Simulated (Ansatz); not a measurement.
**BeTe: isotropic strain −2.00 %**

Start from BeTe in the zinc blende structure (space group F-43m, No. 216; a = 5.5542 Å).

One thing is altered: the cell is scaled by 0.9800 in all directions, atoms relaxed at fixed cell.

Computed with LDA/PAW in Ansatz (a quantum-chemistry and plane-wave program), scalar-relativistic without spin-orbit coupling. Settings: 10×10×10 k-points, 0.05 eV Fermi–Dirac smearing.

Shortest interatomic distance: 2.357 Å (base 2.405 Å)
Energy relative to the base (free energy F): +16 meV/atom
Band gap: 1.64 eV (base 1.79 eV)
Gap character: indirect, Γ → X (base indirect, Γ → X)
Smallest direct gap: 3.53 eV (base 3.59 eV)
Mean gap deformation potential ΔEg/Δln V: +2.5 eV
Width of the top valence band: 3.73 eV (base 3.41 eV)
Electron mass: 1.2 mₑ along k, 0.24 mₑ across (at X) (base 1.3 mₑ along k, 0.24 mₑ across (at X))
Hole mass (degenerate bands, along [100]): 0.21, 0.30, 0.30 mₑ (at Γ) (base 0.20, 0.32, 0.32 mₑ (at Γ))

Final structure:

```yaml
crystal:
  lattice:
    - [0.00000, 2.72158, 2.72158]
    - [2.72158, 0.00000, 2.72158]
    - [2.72158, 2.72158, 0.00000]
  atoms:
    - { symbol: Be, position: [0.00000, 0.00000, 0.00000] }
    - { symbol: Te, position: [0.25000, 0.25000, 0.25000] }
```

With Te present, leaving out spin-orbit coupling can change the band edges. Effective masses come from finite differences of ±0.01 Å⁻¹. Along k means along the line from Γ to the band edge. No phonon test of stability was made.
